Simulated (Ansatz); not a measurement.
BaTiO3: pressure series

Start from BaTiO3 in the cubic perovskite structure (space group Pm-3m, No. 221; a = 4.0192 Å).

Cell and atoms are relaxed at each pressure.

Computed with plane-wave PAW DFT at the PBE level (Ansatz, a program for electronic structure, 420 eV), no spin-orbit coupling.

| pressure (GPa) | volume per atom (Å³/atom) |
|---|---|
| -2 | 13.151 |
| -1 | 13.067 |
| 0 | 12.986 |
| 3 | 12.758 |
| 7 | ? |
| 15 | 12.019 |
| 30 | 11.337 |
| 50 | 10.660 |
| 75 | 10.027 |

Task: Fit the third-order Birch–Murnaghan form P(V) = (3B₀/2)[(V₀/V)^(7/3) − (V₀/V)^(5/3)]·[1 + (3/4)(B₀′ − 4)((V₀/V)^(2/3) − 1)] (squares taken in P) to the rows shown and predict the withheld row.

Result: Least squares on the printed values gives V₀ = 12.986 Å³/atom, B₀ = 164 GPa, B₀′ = 4.4; this predicts 12.487 Å³/atom, and the run gives 12.485 Å³/atom, 0.002 lower.

Measured bulk modulus of BaTiO3: 162 GPa (temperature not stated; as listed in Yu-ichiro Matsushita, Kazuma Nakamura, Atsushi Oshiyama, Physical Review B (2011)); the computed value is for a static lattice, so the two differ by thermal effects too.

Load acts through the strain it causes; cell and atoms are relaxed under it. No phonon test of stability was made. No other phases were tried under pressure. All final runs are without spin polarisation. Many cubic perovskites are stable only at high temperature; tilts and polar distortions were not tested. This is not the structure that BaTiO3 has at room temperature and ambient pressure.
